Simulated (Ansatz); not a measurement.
The parent structure is Hf in the hcp (Mg type) structure (space group P6_3/mmc, No. 194; a = 3.158 Å, c = 5.004 Å; relaxed with 0.1 eV smearing). Axes: x lies along a and z along c of the hexagonal cell.

The values are results of Kohn–Sham DFT with the PBEsol functional, run in Ansatz (a first-principles code) with PAW and 420 eV plane waves, no spin-orbit coupling, not measurements.

Perturbation: the cell is stretched by 2.50 % along x with no lateral relaxation; the atoms relax in the strained cell.

### Question
Predict the stress tensor and what it implies for the stiffness.

### Answer
Stress of the strained cell less that of the base (GPa, compression positive):
```
   -4.2     0.0     0.0
    0.0    -1.9     0.0
    0.0     0.0    -1.8
```

Then −Δσ_ii/ε with ε = 0.0250 gives secant stiffness values (nonlinear terms included at this strain): C11 ≈ 166 GPa, C12 ≈ 77 GPa and C13 ≈ 71 GPa.

As a check, the harmonic strain energy −½ V₀ Δσ:ε is 7.0 meV/atom; the computed energy rise is 7.2 meV/atom.

Whether these cells are dynamically stable was not tested. All final runs are without spin polarisation.
